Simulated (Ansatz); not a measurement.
The starting structures come from a database of crystals and need not be the phases stable at ambient conditions.

Here is the system:

```
MgF2
1.0
    3.09233     0.00000     0.00000
    0.00000     4.64398     0.00000
    0.00000     0.00000     4.73495
Mg F
2 4
Direct
  0.50000   0.50000   0.50000
  0.00000   0.00000   0.00000
  0.50000   0.21417   0.17982
  0.50000   0.78583   0.82018
  0.00000   0.71417   0.32018
  0.00000   0.28583   0.67982
```

Space group of this cell: Pnnm. The cell is taken as given; by r2SCAN its mean pressure is -4.6 GPa.

Transport runs along the normal of the first two printed cell vectors.

The gap is the functional's own, uncorrected, and κ follows it; spin-orbit coupling is left out. Mid-gap values are interpolated between the computed energies.

Predict the band gap and the smallest decay constant κ at mid-gap from r2SCAN run with Ansatz (a first-principles code).

Gap 7.78 eV on a 10×8×6 mesh; κ = 0.557 1/Å, at the zone centre.
